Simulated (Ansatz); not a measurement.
Consider the following.

```xyz
2
Lattice="3.6248 0.0000 0.0000 0.0000 3.6248 0.0000 0.0000 0.0000 3.6248" Properties=species:S:1:pos:R:3 pbc="T T T"
Tl     0.0000     0.0000     0.0000
Br     1.8124     1.8124     1.8124
```

No spin polarisation.

The values are results of LDA (Ansatz, a quantum-chemistry and plane-wave program, PAW, scalar-relativistic without spin-orbit coupling), not measurements. Γ-centred 9×9×9 mesh, Fermi–Dirac width 0.05 eV.

Q: Predict the hole mass, gap character and band gap.

A: 
```json
{
 "hole_mass": "0.070 mₑ along k, 0.29 mₑ across (at X)",
 "gap_character": "indirect, X → R",
 "band_gap": "0.45 eV"
}
```

Spin-orbit coupling, missing from the scalar runs, can matter with Tl. Load acts through the strain it causes; cell and atoms are relaxed under it. Effective masses come from finite differences of ±0.01 Å⁻¹. Along k means along the line from Γ to the band edge. Stability against distortions was not tested. Competing high-pressure phases were not computed. The cell was made from TlBr in the CsCl type structure (space group Pm-3m, No. 221) by this change: pressure 9 GPa.
